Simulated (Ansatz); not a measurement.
The parent structure is YN in the rock salt structure (space group Fm-3m, No. 225; a = 4.896 Å). Axes: x, y, z lie along the cube axes.

Computed with Ansatz (a program for electronic structure), r2SCAN, PAW, cutoff 500 eV, scalar-relativistic without spin-orbit coupling.

Base values:

The valence-band top at Γ comes out as 0.00, 0.00, 0.00 eV and the valley order comes out as X along ⟨100⟩ 0.58 eV.

Perturbation: the cell is stretched by 1.50 % along z with no lateral relaxation, atoms relaxed at fixed cell.

Q: What does the calculation give for the valence-band top at Γ, energy relative to the base, stress and valley order after the change?

A: The valence-band top at Γ (three highest levels, from the VBM) goes from 0.00, 0.00, 0.00 eV to 0.00, 0.00, -0.06 eV; the energy increases by 3.2 meV/atom; the stress (xx, yy, zz, yz, xz, xy; compression positive) comes out as (-1.26, -1.26, -4.59, 0.00, 0.00, 0.00) GPa; the valley order (the lowest conduction-band minima on the path, energy above the VBM, named in the base's zone) becomes X along [100] 0.57 eV; X along [001] 0.61 eV (base: X along ⟨100⟩ 0.58 eV).

The levels and masses belong to the bands next to the band gap. The cells carry an imposed strain or load. No phonon test of stability was made.
